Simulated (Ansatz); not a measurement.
## Os3Sn (model structure, started from the A15 type, Pm-3n, No. 223, 8 atoms in the cell)

All values below come from LDA (Ansatz, a program for electronic structure, plane waves, PAW).

Run with plane-wave cutoff 520 eV, 12×12×12 k mesh, Fermi–Dirac smearing 0.05 eV, no spin polarisation, scalar-relativistic PAW data made under PBE.

Cell (relaxed at this level):

```
CELL_PARAMETERS angstrom
      4.97852     0.00000     0.00000
      0.00000     4.97852     0.00000
      0.00000     0.00000     4.97852
ATOMIC_POSITIONS crystal
  Os 0.25000 0.00000 0.50000
  Os 0.75000 0.00000 0.50000
  Os 0.00000 0.50000 0.25000
  Os 0.00000 0.50000 0.75000
  Os 0.50000 0.25000 0.00000
  Os 0.50000 0.75000 0.00000
  Sn 0.00000 0.00000 0.00000
  Sn 0.50000 0.50000 0.50000
```

```json
{
 "bulk modulus B0": "296 GPa"
}
```

Note: the run has no spin polarisation, so it can have missed a magnetic state; the bulk modulus is −V dP/dV from two relaxed cells at ±2 % in volume; the relaxation could raise the start's symmetry but not lower it, so the cell can be a saddle point.

Spin–orbit coupling is not included.

Static lattice: no zero-point or thermal effects.

Computing time: very roughly 7 core-minutes.

A model structure was made by putting elements into a prototype or built by hand; it is no filed structure, need not be a known phase, and can be a saddle point held by its symmetry.
